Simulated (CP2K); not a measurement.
CP2K run on TiPd (P1, 2 atoms in the cell): self-consistent single point.

Level of theory: LDA (Pade form), GPW, DZVP-MOLOPT-SR-GTH basis, GTH-PADE potentials (GTH_POTENTIALS) (CP2K).

The change in words: lattice scaled by 0.98. Reference geometry:
```
TiPd
1.0
    3.17580     0.00000     0.00000
    0.00000     3.17580     0.00000
    0.00000     0.00000     3.17580
Ti Pd
1 1
Cartesian
  1.62240   1.60025   1.59788
 -0.03450  -0.01235  -0.00998
```

Reference input (self-consistent single point, DFT LDA (Pade form), GPW, DZVP-MOLOPT-SR-GTH basis, GTH-PADE potentials (GTH_POTENTIALS)): CUTOFF = 600 Ry; REL_CUTOFF = 50 Ry; SMEAR/METHOD = GAUSSIAN; SIGMA = 0.05 eV; KPOINTS/SCHEME = MONKHORST-PACK 9 9 9; XC_FUNCTIONAL = PADE; Ti/BASIS_SET = DZVP-MOLOPT-SR-GTH-q12; Ti/POTENTIAL = GTH-PADE-q12; Pd/BASIS_SET = DZVP-MOLOPT-SR-GTH-q18; Pd/POTENTIAL = GTH-PADE-q18; METHOD = GPW; EPS_DEFAULT = 1e-11. This run's input differs from it in these lines:

```diff
@@ -63,5 +63,5 @@
     &CELL
-      A 3.17580000 0.00000000 0.00000000
-      B 0.00000000 3.17580000 0.00000000
-      C 0.00000000 0.00000000 3.17580000
+      A 3.11228400 0.00000000 0.00000000
+      B 0.00000000 3.11228400 0.00000000
+      C 0.00000000 0.00000000 3.11228400
       PERIODIC XYZ
```

The program printed (abridged):

```
 SCF WAVEFUNCTION OPTIMIZATION

  Step     Update method      Time    Convergence         Total energy    Change
     1 NoMix/Diag. 0.20E+00      -     1.68317181      -185.7683446050 -1.86E+02
     2 Broy./Diag. 0.20E+00      -     0.98851299      -189.8840654831 -4.12E+00
     3 Broy./Diag. 0.20E+00      -     0.05219747      -186.7708477157  3.11E+00
     4 Broy./Diag. 0.20E+00      -     0.11723894      -185.9159446370  8.55E-01
     5 Broy./Diag. 0.20E+00      -     0.05022619      -184.9641273409  9.52E-01
     6 Broy./Diag. 0.20E+00      -     0.01314660      -185.0142235580 -5.01E-02
   [... 5 lines left out ...]
    12 Broy./Diag. 0.20E+00      -     0.00001611      -185.1317530273 -1.17E-05
    13 Broy./Diag. 0.20E+00      -     0.00000216      -185.1318119199 -5.89E-05
    14 Broy./Diag. 0.20E+00      -     0.00000203      -185.1317987065  1.32E-05
    15 Broy./Diag. 0.20E+00      -     0.00000006      -185.1318062027 -7.50E-06
  *** SCF run converged in    15 steps ***

  Overlap energy of the core charge distribution:               0.00000000000000
  Self energy of the core charge distribution:               -329.82276809710942
  Core Hamiltonian energy:                                     80.26089230412433
  Hartree energy:                                              84.07857349813884
  Exchange-correlation energy:                                -19.64832884276034
  Smearing free energy correction:                             -0.00017506512742
  Fermi energy:                                                 0.52417012476532

  Total energy:                                              -185.13180620274508
  Total energy (extrapolated to sigma->0):                   -185.13171867018136

                     Mulliken Population Analysis

   [... lines left out ...]

 STRESS| Analytical stress tensor [bar]
 STRESS|                        x                   y                   z
 STRESS|      x       -4.15879063731E+04   5.12563559509E+02   4.15224432574E+02
 STRESS|      y        5.12563559509E+02  -3.92822859364E+04   1.18075465567E+02
 STRESS|      z        4.15224432574E+02   1.18075465567E+02  -3.91833439810E+04
 STRESS| 1/3 Trace                                            -4.00178454302E+04
```

The run converged in 15 iterations. Against the reference run the free energy goes down by 53.9 meV/atom, the pressure goes from -13.75 to -4.00 GPa and the largest force goes from 0.142 to 0.231 eV/Å.

The starting cell comes from a database of computed structures (which also holds hypothetical and non-ambient phases and stackings), without a prior relaxation at this level. Its atoms were displaced at random from the sites of space group no. 221. For this run, on top of that: lattice scaled by 0.98. Spin polarisation is off. Values carry the incompleteness of an atom-centred basis. With a pressure of about -4 GPa the cell is away from its equilibrium volume at this level.

Cost on one core of a shared machine: roughly 90 s.
